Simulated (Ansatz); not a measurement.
For Cu3Sb (Pmmn, No. 59; structure not from a measured cell), PBEsol in Ansatz (PAW) gives:

```
Item                                 Value
---------------------------  -------------
equilibrium volume per atom  14.36 Å³/atom
formation enthalpy           0.070 eV/atom
```

Q: What does r²SCAN+rVV10 (plane waves, PAW; Ansatz, a quantum-chemistry and plane-wave program) give for the same quantities?

A: 
- equilibrium volume per atom: 14.41 Å³/atom (increases by 0.3 %)
- formation enthalpy: 0.093 eV/atom (rises by 0.023 eV/atom)

Changes are worked out from the printed values.

Unless a cell is named, each level is at its own relaxed cell (PBEsol 14.36, r²SCAN+rVV10 14.41 Å³/atom).

Levels without +SOC leave out spin–orbit coupling, which shifts energies and cells of such heavy elements.

Caveats: the relaxation could not lower the start's symmetry, so the cell can be a saddle point above a distorted one (PBEsol, r²SCAN+rVV10). Ansatz's density-functional and Hartree–Fock values are scalar-relativistic unless marked +SOC, with PAW data made under PBE.
